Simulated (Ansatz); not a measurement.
An Ansatz (a quantum-chemistry and plane-wave program) input (DFT with PBEsol, PAW potentials and a 420 eV plane-wave cutoff in Ansatz, no SOC):

Ansatz 0.2 input:
```yaml
crystal:
  lattice:
    - [4.3019385336, -0.1256166052, 0]
    - [-2.259756438, 3.7883963582, 0]
    - [0, 0, 7.0211267331]
  atoms:
    - { symbol: Cd, position: [0.6666666667, 0.3333333333, 0.000464156] }
    - { symbol: Cd, position: [0.3333333333, 0.6666666667, 0.500464156] }
    - { symbol: Se, position: [0.6666666667, 0.3333333333, 0.624735844] }
    - { symbol: Se, position: [0.3333333333, 0.6666666667, 0.124735844] }
basis: { ecutwfc: 420, ecutrho_ratio: 4, xc_grid: 2, fft_grid_basis: typed }
kpoints: { mp_grid: { grid: [9, 9, 5] } }
hamiltonian:
  xc: pbesol
  dispersion: none
  pseudopotentials: { kind: paw }
scf: { occupations: { method: fermi_dirac, width: 0.05 }, convergence: { dr2_threshold: 0.0000000004 } }
relax: { f_tol: 0.005, max_steps: 50 }
output: { forces: true, stress: true }
checkpoint: { write: state.ck, write_every: 1000 }
```

### Question
Which symmetry and how many k-points will the program report, and about how many plane waves at Γ?

### Answer
Space group P21 (ITA 4) with 2 operations, k-points 123 of 405, and 2191 plane waves at Γ.

The cells carry an imposed strain or load. Whether these cells are dynamically stable was not tested. The cell was made from CdSe in the wurtzite structure (space group P6_3mc, No. 186) by this change: tensor shear ε_xy = −2.92 %.
